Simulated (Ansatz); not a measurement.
Response to strain in Mg

Take Mg in the hcp (Mg type) structure (space group P6_3/mmc, No. 194; relaxed with 0.1 eV smearing) as the base.

```xyz
2
Lattice="3.1751 0.0000 0.0000 -1.5876 2.7497 0.0000 0.0000 0.0000 5.1628" Properties=species:S:1:pos:R:3 pbc="T T T"
Mg     1.5876     0.9166     1.2907
Mg     0.0000     1.8332     3.8721
```

Cartesian axes are those of the cell as printed.

Strains are applied to the cell and any free atomic positions relax; under biaxial strain the out-of-plane vector relaxes too.

Computed with Kohn–Sham DFT with the PBEsol functional, run in Ansatz (a first-principles code) with PAW and 420 eV plane waves, no spin-orbit coupling.

Candidates:
(a) biaxial strain −2.50 %, plane normal [001], relaxed out of plane
(b) biaxial strain −1.00 %, plane normal [001], relaxed out of plane
(c) biaxial strain −3.00 %, plane normal [001], relaxed out of plane
(d) biaxial strain −0.50 %, plane normal [001], relaxed out of plane
(e) biaxial strain +1.00 %, plane normal [001], relaxed out of plane

Order them by out-of-plane strain, highest first.

(c) biaxial strain −3.00 %, plane normal [001], relaxed out of plane (+1.59 %), (a) biaxial strain −2.50 %, plane normal [001], relaxed out of plane (+1.32 %), (b) biaxial strain −1.00 %, plane normal [001], relaxed out of plane (+0.55 %), (d) biaxial strain −0.50 %, plane normal [001], relaxed out of plane (+0.27 %), (e) biaxial strain +1.00 %, plane normal [001], relaxed out of plane (-0.60 %)

Whether these cells are dynamically stable was not tested.
